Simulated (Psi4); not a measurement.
Psi4 1.11, PBE0/def2-svp: W(NMe)(S)(SH)(OSiH3) (C[N]=[W](=[S])([SH])[O][SiH3]), 14 atoms. The geometry is a generated start, not checked to be a minimum at this level.

```json
{
  "task": "energy",
  "method": "pbe0",
  "basis": "def2-svp",
  "memory": "3 GB",
  "maxiter": "100",
  "keys_of_the_molecule_block": "symmetry c1",
  "scf_type": "df (default)",
  "guess": "auto, which took SAD (default)",
  "scf_initial_accelerator": "adiis (default)",
  "e_convergence": "1e-06 (default)",
  "d_convergence": "1e-06 (default)",
  "dft_radial_points": "75 (default)",
  "dft_spherical_points": "302 (default)",
  "effective_core_potentials": "those of the basis set, past Kr",
  "basis_functions": "163",
  "grid_points": "300425"
}
```

```xyz
14

W     -0.0533     0.6562     0.7582
N     -1.3204    -0.5126     0.3238
C     -2.1409    -1.6561     0.1994
H     -1.8832    -2.2256    -0.7030
H     -2.0134    -2.3068     1.0785
H     -3.1971    -1.3695     0.1310
S      1.0623    -0.1285     2.4660
S     -1.1798     2.5752     1.5977
H     -0.1707     2.8709     2.4397
O      1.1886     1.0122    -0.6244
Si     2.2256     0.3877    -1.7056
H      1.4957    -0.6481    -2.4596
H      3.3556    -0.1656    -0.9448
H      2.6309     1.5107    -2.5570
```

Charge 0 and multiplicity 1 are set for this test and not shown to be the ground state.

One run each on 2 threads. Values of diis_max_vecs tried: 3, 6, 10 (default), 20.

Question: How does the count of SCF iterations change with diis_max_vecs, and where is it least?

Answer: Fewest SCF iterations, within one of each other: 6 with 12, 10 (default) with 11, 20 with 11. The count rises to 65 at 3. All converge to one solution.

| diis_max_vecs | SCF iterations | end |
|---|---|---|
| 3 | 65 | same solution |
| 6 | 12 | same solution |
| 10 (default) | 11 | same solution |
| 20 | 11 | same solution |
